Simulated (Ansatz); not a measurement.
Se on the P site (Se_P) (zinc-blende AlP host)

Computed with PBE, PAW (plane waves to 420 eV; Ansatz, a quantum-chemistry and plane-wave program). The supercell holds 64 host sites (2×2×2 repeats of the unit cell), with a 2×2×2 shifted k-point sampling for the final energies. Site at the start: the P site. Energies of charged states are corrected for periodic images (point charge plus alignment at distant sites). Dielectric constants: PBE linear response of the host. Host gap at this level: 1.63 eV. A cell of this size leaves errors of a few tenths of an eV. The semilocal functional narrows the gap, so deep levels can fall outside it. Spin–orbit coupling is left out. Each state is the lowest found from its start.

Formation energies E_f are given with the Fermi level at the valence-band maximum. Chemical conditions: Al-rich (Δμ(P) = -1.26 eV, Δμ(Se) = -1.41 eV, bounded by Al2Se3 (Cc); only phases computed here count, gases as isolated molecules at 0 K); P-rich (Δμ(P) = 0.00 eV, Δμ(Se) = -0.56 eV, bounded by Al2Se3 (Cc); only phases computed here count, gases as isolated molecules at 0 K). Reference phases: P: black phosphorus, Se: trigonal Se.

| charge | moment (μB) | largest move off a lattice site (Å) | image correction with alignment (eV) | E_f, Al-rich (eV) | E_f, P-rich (eV) |
|---|---|---|---|---|---|
| +1 | not spin-polarised | 0.15 | 0.24 | -0.93 | -0.50 |
| 0* | 1.0 | 0.17 | – | – | – |
| −1* | not spin-polarised | 0.19 | – | – | – |

* At this level the carrier isn't localised at the defect: at charge 0 electrons occupy the conduction band; at charge −1 electrons occupy the conduction band. Such a state is shallow or no state of the defect, and this cell gives it no level.

No other site or start that was run ended lower by more than 0.1 eV.

Flagged in the runs: a doubtful potential alignment, a strain field that reaches the edge of the cell.
